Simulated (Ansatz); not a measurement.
Pressure series in MoTe2

Start from MoTe2 in the 2H-MoS2 type structure (space group P6_3/mmc, No. 194; a = 3.4966 Å, c = 13.6958 Å; layered, stacked along the Cartesian z axis).

Cell and atoms are relaxed at each pressure.

Method: PBE-D3(BJ)/PAW in Ansatz (an electronic-structure program), without spin-orbit coupling.

```csv
change,gap character,c/a ratio,band gap,lattice parameter a
base,"indirect, Γ → K–Γ (44 % along)",3.917,0.60 eV,3.497 Å
pressure −2 GPa,"indirect, K → K–Γ (40 % along)",4.038,0.80 eV,3.535 Å
pressure −1 GPa,"indirect, Γ → K–Γ (44 % along)",3.957,0.68 eV,3.515 Å
pressure 0.3 GPa,"indirect, Γ → K–Γ (44 % along)",3.909,0.58 eV,3.491 Å
pressure 0.7 GPa,"indirect, K–Γ (81 % along) → K–Γ (44 % along)",3.899,0.54 eV,3.485 Å
pressure 1.5 GPa,"indirect, K–Γ (81 % along) → K–Γ (44 % along)",3.884,0.46 eV,3.472 Å
pressure 5 GPa,___,___,___,___
pressure 7.5 GPa,–,3.843,zero,3.393 Å
pressure 10 GPa,–,3.836,zero,3.366 Å
```

Problem. Complete the table.

Solution. 
- pressure 5 GPa, gap character: indirect, K–Γ (87 % along) → K–Γ (44 % along)
- pressure 5 GPa, c/a ratio: 3.852
- pressure 5 GPa, band gap: 0.19 eV
- pressure 5 GPa, lattice parameter a: 3.423 Å

A case with no gap was solved on a k-mesh chosen for an insulator, which is coarse for it. Spin-orbit coupling, missing from the scalar runs, can matter with Te. Load acts through the strain it causes; cell and atoms are relaxed under it. Stability against distortions was not tested. Competing high-pressure phases were not computed. The final runs are not spin-polarised. Gaps under 0.05 eV, about the width of the smearing, are given as zero. The program warned that a D3 coordination switch lies within reach, so dispersion energies are less smooth here. A zero or small gap of MoTe2 under pressure 5 GPa, MoTe2 under pressure 7.5 GPa and MoTe2 under pressure 10 GPa can be the functional's error rather than a property of the material.
